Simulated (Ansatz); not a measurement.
Consider CaF2 in the fluorite structure (space group Fm-3m, No. 225; a = 5.4391 Å).

Level of theory: r2SCAN in Ansatz (plane waves to 500 eV, PAW, scalar-relativistic without spin-orbit coupling).

Before the change:

```
Item                   Value
-------------------  -------
Lattice parameter a  5.439 Å
```

Modification: full substitution Ca → Be, then cell and atoms are relaxed.

Tabulated Pauling electronegativity and covalent radius: Ca 1.00, 1.76 Å; Be 1.57, 0.96 Å.

### Question
How does this affect the lattice parameter a?

### Answer
The lattice parameter a shrinks by 0.917 Å (5.439 Å → 4.522 Å).

No phonon test of stability was made. As relaxed here, BeF2 is a hypothetical phase, not in the database extracts checked.

Ansatz is a quantum-chemistry and plane-wave program.
